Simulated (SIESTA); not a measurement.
**Worked example: self-consistent single point of Y₂Ge₃ (P-6m2, 5 atoms in the cell) in SIESTA**

Computed with GGA PBEsol, numerical atomic orbitals DZP, PseudoDojo PBEsol standard norm-conserving potentials (rewritten from UPF to PSML) in SIESTA.

Input as run:

```
# files in the folder: Y.psml Ge.psml (PseudoDojo PBEsol standard)
SystemName  Y2Ge3
SystemLabel siesta

NumberOfAtoms                5
NumberOfSpecies              2
%block ChemicalSpeciesLabel
  1 39 Y
  2 32 Ge
%endblock ChemicalSpeciesLabel
LatticeConstant              1.0 Ang
%block LatticeVectors
     4.392430000    0.000000000    0.000000000
    -2.196215000    3.803956000    0.000000000
     0.000000000    0.000000000    7.107290000
%endblock LatticeVectors
AtomicCoordinatesFormat      Ang
%block AtomicCoordinatesAndAtomicSpecies
     0.000000000    0.000000000    5.187824190  1
     0.000000000    0.000000000    1.919465810  1
    -0.000002196    2.535971935    0.000000000  2
     2.196217196    1.267984065    3.553645000  2
     2.196217196    1.267984065    0.000000000  2
%endblock AtomicCoordinatesAndAtomicSpecies

XC.functional                GGA
XC.authors                   PBEsol
PAO.BasisSize                DZP
PAO.EnergyShift              0.01 Ry
MeshCutoff                   400 Ry
%block kgrid.MonkhorstPack
    7   0   0  0.0
    0   7   0  0.0
    0   0   4  0.0
%endblock kgrid.MonkhorstPack
OccupationFunction           FD
ElectronicTemperature        1160.45 K

MaxSCFIterations             150
SCF.Mixer.Method             Pulay
SCF.Mixer.Weight             0.25
SCF.Mixer.History            6
SCF.DM.Tolerance             1.0E-05
Diag.ParallelOverK           true
WriteForces                  true
Charge.Mulliken              end
```

Output (repeated stretches shortened):

```
reinit: Reading from file input.fdf

reinit: System Name: Y2Ge3
reinit: System Label: siesta

coor:   Atomic-coordinates input format  =     Cartesian coordinates
coor:                                          (in Angstroms)

siesta: Atomic coordinates (Bohr) and species
siesta:      0.00000   0.00000   9.80357  1        1
siesta:      0.00000   0.00000   3.62726  1        2
siesta:     -0.00000   4.79229   0.00000  2        3
siesta:      4.15025   2.39614   6.71542  2        4
siesta:      4.15025   2.39614   0.00000  2        5

siesta: System type = bulk

initatomlists: Number of atoms, orbitals, and projectors:      5    92    90

siesta: ******************** Simulation parameters ****************************
redata: Spin configuration                          = none
redata: Time-Reversal Symmetry                      = T
redata: Number of Atomic Species                    =        2
redata: Mesh Cutoff                                 =   400.0000 Ry
redata: Net charge of the system                    =     0.0000 |e|
redata: Min. number of SCF Iter                     =        0
redata: Max. number of SCF Iter                     =      150
redata: SCF convergence failure will abort job
redata: SCF mix quantity                            = Hamiltonian
redata: Mix DM or H after convergence               =   F
redata: Recompute H after scf cycle                 =   F
redata: Mix DM in first SCF step                    =   T
redata: No kicks to SCF
redata: DM Mixing Weight for Kicks                  =     0.5000
redata: Require Harris convergence for SCF          =   F
redata: Harris energy tolerance for SCF             =     0.000100 eV
redata: Require DM convergence for SCF              =   T
redata: DM tolerance for SCF                        =     0.000010
redata: Require EDM convergence for SCF             =   F
redata: EDM tolerance for SCF                       =     0.001000 eV
   [... lines left out ...]
diag: Parallel distribution                         =     1 x     1
diag: Used triangular part                          = Lower
diag: Absolute tolerance                            =  0.100E-15
diag: Orthogonalization factor                      =  0.100E-05
diag: Memory factor                                 =  1.0000

superc: Internal auxiliary supercell:     7 x     5 x     3  =     105
superc: Number of atoms, orbitals, and projectors:    525   9660   9450

                        Single-point calculation

superc: Internal auxiliary supercell:     7 x     5 x     3  =     105
superc: Number of atoms, orbitals, and projectors:    525   9660   9450

outcell: Unit cell vectors (Ang):
        4.392430    0.000000    0.000000
       -2.196215    3.803956    0.000000
        0.000000    0.000000    7.107290

outcell: Cell vector modules (Ang)   :    4.392430    4.392430    7.107290
outcell: Cell angles (23,13,12) (deg):     90.0000     90.0000    120.0000
outcell: Cell volume (Ang**3)        :    118.7529
new_DM -- step:     1
Initializing Density Matrix...

Attempting to read DM from file... Failed...
DM filled with atomic data:

InitMesh: MESH = 48 x 48 x 90 = 207360
InitMesh: Mesh cutoff (required, used) =   400.000   440.062 Ry

stepf: Fermi-Dirac step function
        iscf     Eharris(eV)        E_KS(eV)     FreeEng(eV)     dDmax    Ef(eV) dHmax(eV)
   scf:    1    -9489.735539    -9498.411988    -9498.478575  1.445379 -4.310857  4.790276
   scf:    2    -9499.421909    -9499.524381    -9499.589913  0.128853 -4.482731  2.374669
   scf:    3    -9499.780752    -9499.698990    -9499.761476  0.041017 -4.513879  1.192404
   scf:    4    -9499.816925    -9499.769286    -9499.835158  0.055740 -4.591394  0.604445
   scf:    5    -9499.777846    -9499.775675    -9499.842049  0.016280 -4.613008  0.090759
   scf:    6    -9499.773285    -9499.775255    -9499.841982  0.004358 -4.611860  0.127765
   scf:    7    -9499.776637    -9499.776121    -9499.842582  0.001551 -4.609001  0.019166
   scf:    8    -9499.776217    -9499.776172    -9499.842594  0.000583 -4.607927  0.001541
   scf:    9    -9499.776169    -9499.776171    -9499.842594  0.000025 -4.607916  0.000648
   scf:   10    -9499.776163    -9499.776167    -9499.842594  0.000046 -4.607896  0.000275
   scf:   11    -9499.776164    -9499.776165    -9499.842594  0.000023 -4.607886  0.000079
   scf:   12    -9499.776165    -9499.776165    -9499.842594  0.000005 -4.607882  0.000026
SCF Convergence by DM+H criterion
max |DM_out - DM_in|         :     0.0000054947
max |H_out - H_in|      (eV) :     0.0000255991
SCF cycle converged after 12 iterations

Using DM_out to compute the final energy and forces

siesta: E_KS(eV) =            -9499.7762

siesta: E_KS - E_eggbox =     -9499.7762

siesta: Atomic forces (eV/Ang):
     1   -0.000060    0.000035    0.178146
     2   -0.000060    0.000035   -0.178146
     3    0.000193   -0.000110   -0.000000
     4    0.000103   -0.000060    0.000000
     5   -0.000174    0.000100   -0.000000
   Tot    0.000001   -0.000001   -0.000000
   Max    0.178146
   Res    0.065050    sqrt( Sum f_i^2 / 3N )
   Max    0.178146    constrained

Stress tensor Voigt[x,y,z,yz,xz,xy] (kbar):       16.54       16.80       35.37       -0.00        0.00        0.23
(Free)E + p*V (eV/cell)    -9501.5403
Target enthalpy (eV/cell)    -9499.8426

siesta: Program's energy decomposition (eV):
siesta: Ebs     =     -1529.957995
siesta: Eions   =     10733.885014
siesta: Ena     =       906.615306
siesta: Ekin    =      6095.253931
siesta: Enl     =     -3619.138999
siesta: Eso     =         0.000000
siesta: Edftu   =         0.000000
siesta: DEna    =        44.380619
siesta: DUscf   =         1.109082
siesta: DUext   =         0.000000
siesta: Ex      =     -2055.859558
siesta: Ec      =      -138.251532
siesta: Exc     =     -2194.111090
siesta: Eharris =     -9499.776165
siesta: Etot    =     -9499.776165
siesta: FreeEng =     -9499.842594

siesta: Atomic forces (eV/Ang):
siesta:      1   -0.000060    0.000035    0.178146
siesta:      2   -0.000060    0.000035   -0.178146
siesta:      3    0.000193   -0.000110   -0.000000
siesta:      4    0.000103   -0.000060    0.000000
siesta:      5   -0.000174    0.000100   -0.000000
siesta: ----------------------------------------
siesta:    Tot    0.000001   -0.000001   -0.000000

siesta: Stress tensor (static) (eV/Ang**3):
siesta:     0.010325    0.000141   -0.000000
siesta:     0.000141    0.010488    0.000000
siesta:     0.000000   -0.000000    0.022075

siesta: Cell volume =        118.752940 Ang**3

siesta: Pressure (static):
   [... lines left out ...]
siesta:         -22.90464750        -25.52139877  kBar
   [... lines left out ...]
   1 10.657   1.886   0.278   0.192   1.900   1.888   1.900   0.284   0.329
              0.284   0.284   0.440   0.336   0.440   0.284   0.006  -0.033

             -0.011  -0.033   0.006
   2 10.657   1.886   0.278   0.192   1.900   1.888   1.900   0.284   0.329
              0.284   0.284   0.440   0.336   0.440   0.284   0.006  -0.033

             -0.011  -0.033   0.006

Species: Ge
Atom  Qatom  Qorb
               4s      4s      4py     4pz     4px     4py     4pz     4px
               3dxy    3dyz    3dz2    3dxz    3dx2-y2 4dxy    4dyz    4dz2
               4dxz    4dx2-y2
   3 14.116   1.482   0.083   0.324   0.758   0.324   0.315   0.172   0.315
              2.002   2.005   2.004   2.005   2.002   0.074   0.068   0.041

              0.068   0.074
   4 14.208   1.280   0.185   0.600   0.617   0.600   0.281   0.112   0.281
              2.002   2.003   2.004   2.003   2.002   0.038   0.068   0.025

              0.068   0.038
   5 14.363   1.500   0.075   0.343   0.986   0.343   0.329  -0.029   0.329
              2.002   2.007   2.004   2.007   2.002   0.061   0.106   0.133

              0.106   0.061

mulliken: Qtot =       64.000

Mulliken Atomic Populations:
Atom #   charge [q] valence [e]  Species
     1     0.343184   10.656816  Y
     2     0.343184   10.656816  Y
     3    -0.115732   14.115732  Ge
     4    -0.207936   14.207936  Ge
     5    -0.362699   14.362699  Ge
 Total    -0.000000
```

The run converged in 12 iterations.

The starting cell comes from a database of computed structures (which also holds hypothetical and non-ambient phases and stackings), without a prior relaxation at this level. Values carry the incompleteness of an atom-centred basis.

Cost on one core of a shared machine: roughly 50 s.
